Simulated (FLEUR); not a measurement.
A user runs FLEUR on YPd₂Si₂ (P1, 5 atoms in the cell) and asks whether the run is sound. The aim is a self-consistent single point with DFT, PBEsol, all-electron FLAPW (FLEUR), scalar-relativistic valence.

Input:

```xml
# input of inpgen
Y(SiPd)2 crystal
&input film=f /
-0.3605457746 0.3605457746 0.8602403669
0.3605457746 -0.3605457746 0.8602403669
0.3605457746 0.3605457746 -0.8602403669
10.8101672707
1.0 1.0 1.0

5
39 -0.0039340000 0.0020360000 0.0039130000
46 0.7513170000 0.2490880000 0.5017180000
46 0.2411930000 0.7474570000 0.4927790000
14 0.3769220000 0.3748580000 -0.0015190000
14 0.6345020000 0.6265600000 0.0031090000

&comp jspins=1 /
&exco xctyp='PBEs' /
&kpt div1=3 div2=3 div3=4 gamma=t /
&end /
# inp.xml
<?xml version="1.0" encoding="UTF-8" standalone="no"?>
<fleurInput fleurInputVersion="0.39">
   <comment>
      Y(SiPd)2 crystal                                                                                    
   </comment>
   <calculationSetup>
      <cutoffs Kmax="4.0" Gmax="16.0" GmaxXC="16.0" numbands="0"/>
      <scfLoop itmax="100" minDistance="0.00001" maxIterBroyd="99" imix="Anderson" alpha="0.05" precondParam="0.0" spinf="2.0"/>
      <coreElectrons ctail="T" frcor="F" kcrel="0" coretail_lmax="0"/>
      <xcFunctional name="PBEs" relativisticCorrections="F"/>
      <magnetism jspins="1"/>
      <soc l_soc="F" theta="0.0" phi="0.0" spav="F"/>
      <expertModes spex="0" secvar="F"/>
      <geometryOptimization l_f="T" forcealpha="1.0" forcemix="BFGS" epsdisp="0.00001" epsforce="0.00001"/>
      <ldaU l_linMix="F" mixParam="0.05" spinf="1.0"/>
   </calculationSetup>
   <cell>
      <bzIntegration valenceElectrons="51.0" mode="hist" fermiSmearingEnergy="0.03674932">
         <kPointListSelection listName="default-1"/>
         <!-- k-points included here -->
         <xi:include xmlns:xi="http://www.w3.org/2001/XInclude" href="kpts.xml"> </xi:include>
      </bzIntegration>
      <!-- symmetry operations included here -->
      <xi:include xmlns:xi="http://www.w3.org/2001/XInclude" href="sym.xml"> </xi:include>
      <bulkLattice scale="1.0">
         <bravaisMatrix>
            <row-1>   -3.8975601321700988     3.8975601321700988     9.2993422591973403</row-1>
            <row-2>    3.8975601321700988    -3.8975601321700988     9.2993422591973403</row-2>
            <row-3>    3.8975601321700988     3.8975601321700988    -9.2993422591973403</row-3>
         </bravaisMatrix>
      </bulkLattice>
   </cell>
   <atomSpecies>
      <species name="Yttrium (Y)" element="Y" atomicNumber="39">
         <mtSphere radius="2.68" gridPoints="925" logIncrement="0.014"/>
         <atomicCutoffs lmax="10" lnonsphr="8"/>
         <electronConfig flipSpins="F">
            <coreConfig>(1s1/2) (2s1/2) (2p1/2) (2p3/2) (3s1/2) (3p1/2) (3p3/2) (3d3/2) (3d5/2)</coreConfig>
            <valenceConfig>(4s1/2) (4p1/2) (4p3/2) (5s1/2) (4d3/2) (4d5/2)</valenceConfig>
            <stateOccupation state="(4d3/2)" spinUp="0.2" spinDown="0.2"/>
            <stateOccupation state="(4d5/2)" spinUp="0.3" spinDown="0.3"/>
         </electronConfig>
         <energyParameters s="5" p="5" d="4" f="4"/>
         <lo type="SCLO" l="0" n="4" eDeriv="0"/>
         <lo type="SCLO" l="1" n="4" eDeriv="0"/>
      </species>
      <species name="Palladium (Pd)" element="Pd" atomicNumber="46">
         <mtSphere radius="2.49" gridPoints="859" logIncrement="0.015"/>
         <atomicCutoffs lmax="10" lnonsphr="8"/>
         <electronConfig flipSpins="F">
            <coreConfig>(1s1/2) (2s1/2) (2p1/2) (2p3/2) (3s1/2) (3p1/2) (3p3/2) (4s1/2) (3d3/2) (3d5/2)</coreConfig>
            <valenceConfig>(4p1/2) (4p3/2) (5s1/2) (4d3/2) (4d5/2)</valenceConfig>
            <stateOccupation state="(5s1/2)" spinUp="0.5" spinDown="0.5"/>
            <stateOccupation state="(4d3/2)" spinUp="1.8" spinDown="1.8"/>
            <stateOccupation state="(4d5/2)" spinUp="2.7" spinDown="2.7"/>
         </electronConfig>
         <energyParameters s="5" p="5" d="4" f="4"/>
         <lo type="SCLO" l="1" n="4" eDeriv="0"/>
      </species>
      <species name="Silicon (Si)" element="Si" atomicNumber="14">
         <mtSphere radius="1.62" gridPoints="559" logIncrement="0.02"/>
         <atomicCutoffs lmax="6" lnonsphr="4"/>
         <electronConfig flipSpins="F">
            <coreConfig>(1s1/2) (2s1/2) (2p1/2) (2p3/2)</coreConfig>
            <valenceConfig>(3s1/2) (3p1/2) (3p3/2)</valenceConfig>
            <stateOccupation state="(3p1/2)" spinUp="0.3333333333333" spinDown="0.3333333333333"/>
            <stateOccupation state="(3p3/2)" spinUp="0.6666666666667" spinDown="0.6666666666667"/>
         </electronConfig>
         <energyParameters s="3" p="3" d="3" f="4"/>
      </species>
   </atomSpecies>
   <atomGroups>
      <atomGroup species="Yttrium (Y)">
         <relPos label="                   1">-.0039340000 .0020360000 .0039130000</relPos>
         <force calculate="T" relaxXYZ="TTT"/>
      </atomGroup>
      <atomGroup species="Palladium (Pd)">
         <relPos label="                   2">-.2486830000 .2490880000 -.4982820000</relPos>
         <force calculate="T" relaxXYZ="TTT"/>
      </atomGroup>
      <atomGroup species="Palladium (Pd)">
         <relPos label="                   3">.2411930000 -.2525430000 .4927790000</relPos>
         <force calculate="T" relaxXYZ="TTT"/>
      </atomGroup>
      <atomGroup species="Silicon (Si)">
         <relPos label="                   4">.3769220000 .3748580000 -.0015190000</relPos>
         <force calculate="T" relaxXYZ="TTT"/>
      </atomGroup>
      <atomGroup species="Silicon (Si)">
         <relPos label="                   5">-.3654980000 -.3734400000 .0031090000</relPos>
         <force calculate="T" relaxXYZ="TTT"/>
      </atomGroup>
   </atomGroups>
   <output dos="F" band="F" slice="F">
      <checks vchk="F" cdinf="F"/>
      <bandDOS minEnergy="-.5*Htr" maxEnergy="0.5*Htr" sigma="0.015" storeEVData="T"/>
      <vacuumDOS vacdos="F" integ="F" star="F" nstars="0" locx1="0.0" locy1="0.0" locx2="0.0" locy2="0.0" nstm="0" tworkf="0.0"/>
      <unfoldingBand unfoldBand="F" supercellX="1" supercellY="1" supercellZ="1"/>
      <plotting iplot="0" polar="F">
         <plot TwoD="T" vec1="  1.0  0.0  0.0" vec2="  0.0  1.0  0.0" vec3="  0.0  0.0  1.0" zero="  0.0  0.0  0.0" file="plot"/>
      </plotting>
      <chargeDensitySlicing numkpt="0" minEigenval="0.0" maxEigenval="0.0" nnne="0" pallst="F"/>
      <specialOutput eonly="F"/>
      <magneticCircularDichroism mcd="F" energyLo="-10.0" energyUp="0.0"/>
   </output>
  <!-- We include the file relax.xml here to enable relaxations (see documentation) -->
  <xi:include xmlns:xi="http://www.w3.org/2001/XInclude" href="relax.xml"> <xi:fallback/> </xi:include>
</fleurInput>
```

Log, with long lists cut:

```
      Welcome to FLEUR        (www.flapw.de)
      MaX-Release 8.1          (www.max-centre.eu)

 ========== k-point set info ==========
 Selected k-point list: default-1
 k-point list type: mesh
 3 x 3 x 4
 Number of k points: 19

 ------------Calculation Setup---------------------------
 Number of basis functions:          647
 Iteration:     1   Distance:      15.93452239 me/bohr^3
 Iteration:     2   Distance:      12.05769602 me/bohr^3
 Iteration:     3   Distance:       4.86671711 me/bohr^3
 Iteration:     4   Distance:       3.79721308 me/bohr^3
 Iteration:     5   Distance:       2.92799681 me/bohr^3
   [... 11 lines left out ...]
 Iteration:    17   Distance:       0.00010876 me/bohr^3
 Iteration:    18   Distance:       0.00011674 me/bohr^3
 Iteration:    19   Distance:       0.00002105 me/bohr^3
 Iteration:    20   Distance:       0.00000622 me/bohr^3
 Reset of history
 Run finished successfully
 Stop message:
   Structural relaxation: new displacements generated

[file out, last iteration]
             iter=     21
[...]
          total density-effective poten   -2.2936952705E+04
          total charge density-energy d   -4.3203205478E+02
 Updated energy parameters for spin:           1
[...]
 fermi energy and band-weighting factors:

[...]
FERMIE:
          first approx. to ef    (T=0)  :   0.393894 htr   (energy of the highest occ. eigenvalue)
          number of occ. states  (T=0)  :        486
          first approx. to seigv (T=0)  : -15.412805 htr
          sum of weights of occ. states :  25.527778
          sum of semicore charge        :   0.000000 e
FERHIS:  Fermi-Energy by histogram:
   [... lines left out ...]
          bandgap                     :   0.002561 htr
          charge neutrality (T=0)     :   0.055556    (zero if the highest occ. eigenvalue is "entirely" occupied)
     EF_NEWTON:  Adjust Fermi-Energy by Newton-Method.
 Direct bandgap for spin            1 :    1.9604188572494019E-002  Htr
 ---->    free energy=                    -14052.3113597573 htr
   [... lines left out ...]
 TOTAL FORCE FOR ATOM TYPE=  3  X= -0.004   Y=  3.845   Z= -4.688
                       FX_TOT=-0.000403 FY_TOT= 0.011036 FZ_TOT= 0.005521
 TOTAL FORCE FOR ATOM TYPE=  4  X= -0.014   Y=  0.002   Z=  7.005
                       FX_TOT= 0.001555 FY_TOT= 0.001269 FZ_TOT= 0.025204
 TOTAL FORCE FOR ATOM TYPE=  5  X= -0.019   Y=  0.043   Z= -6.901
                       FX_TOT= 0.002330 FY_TOT=-0.010003 FZ_TOT=-0.036891
```

FLEUR gives forces in its relaxation mode, with a further iteration, so its stop message speaks of a relaxation.

Task: Is anything amiss in this input, and did it matter?

Result: The run is not sound. The fault is a smearing width that is far too large. A width of many tenths of an electronvolt moves electrons far across the Fermi level or the gap, and the free energy and its derivatives carry a large smearing term. To fix it, use a width small against the gap or band features. The run converged in 20 iterations without an error; against the sound input the free energy goes down by 736 meV/atom and the largest force goes from 1.927 to 1.969 eV/Å.

The sound input it was made from differs as follows (other fixes are possible):
```diff
-      <bzIntegration valenceElectrons="51.0" mode="hist" fermiSmearingEnergy="0.03674932">
+      <bzIntegration valenceElectrons="51.0" mode="hist" fermiSmearingEnergy="0.00367493">
```

With that input, the run converged in 20 iterations: free energy E − TS -382379.1941 eV; Fermi level (on the code's own zero) 10.77 eV; largest force (vector length) 1.927 eV/Å (DFT, PBEsol, all-electron FLAPW (FLEUR), scalar-relativistic valence).

On the sound input: the starting cell comes from a database of published, mostly measured structures (it also holds non-ambient and calculated ones), without a prior relaxation at this level. Its atoms were displaced at random from the sites of space group no. 139. Spin polarisation is off. Values depend on the basis (sphere radii, cutoffs, local orbitals), which need not be converged. Forces in this geometry exceed 1 eV/Å. The log's line on a gap gives a spacing of levels on this mesh, which the program prints for metals too.
